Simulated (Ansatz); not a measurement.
Partial pair distribution functions of a relaxed model of amorphous In24O39W, broadened by 0.06 Å; density 6.60 g/cm³. All values below come from PBE, scalar-relativistic without spin-orbit coupling (plane waves to 420 eV, PAW; Ansatz, a first-principles code).

The cell was made by melting and quenching with the CHGNet potential and then relaxed with DFT. O atoms were pushed apart under 1.9 Å during the dynamics, to hinder bonds among them. The hot cell started wider than the set density and was brought back towards it in steps. It is the lowest in DFT energy of 2 quenches. It is a model cell: composition and starting density were chosen by hand, and all elements were melted together. No dispersion term was used. Its density started from a set value of 6.53 and ended at 6.60 g/cm³. Cooling (nominally 280 K/ps over its main leg) ran many orders faster than in experiment, which tends to leave more defects and strain. Values belong to this one cell and scatter from quench to quench. Volume and shape were free in the relaxation.

```csv
r (Å),g In-O,g O-W,g In-In,g O-O
1.65,0.00,0.00,0.00,0.00
1.75,0.00,0.43,0.00,0.00
1.85,0.01,8.01,0.00,0.00
1.95,0.44,16.01,0.00,0.00
2.05,3.98,4.59,0.00,0.00
2.15,7.77,0.16,0.00,0.00
2.25,5.61,0.00,0.00,0.00
2.35,1.96,0.00,0.00,0.00
2.45,0.57,0.00,0.00,0.04
2.55,0.17,0.00,0.00,0.52
2.65,0.10,0.00,0.00,1.23
2.75,0.11,0.00,0.00,1.62
2.85,0.08,0.00,0.00,2.75
2.95,0.16,0.00,0.01,2.21
3.05,0.27,0.00,0.20,1.64
3.15,0.33,0.00,1.10,1.89
3.25,0.30,0.00,2.43,2.05
3.35,0.26,0.00,2.67,1.81
3.45,0.38,0.00,2.14,1.73
3.55,0.62,0.00,2.49,1.42
3.65,0.67,0.00,3.00,0.81
3.75,0.77,0.24,2.89,0.67
3.85,1.09,1.15,2.28,0.61
3.95,1.05,1.82,1.94,0.51
4.05,1.12,2.03,1.12,0.61
4.15,1.40,2.36,1.04,0.71
4.25,1.29,2.51,0.53,0.83
4.35,1.42,2.39,0.35,0.83
4.45,1.33,0.82,0.15,0.66
4.55,1.29,1.23,0.28,0.81
4.65,1.33,1.19,0.67,0.56
```

Within 2.62 Å each In has 5.38 O neighbours on average.
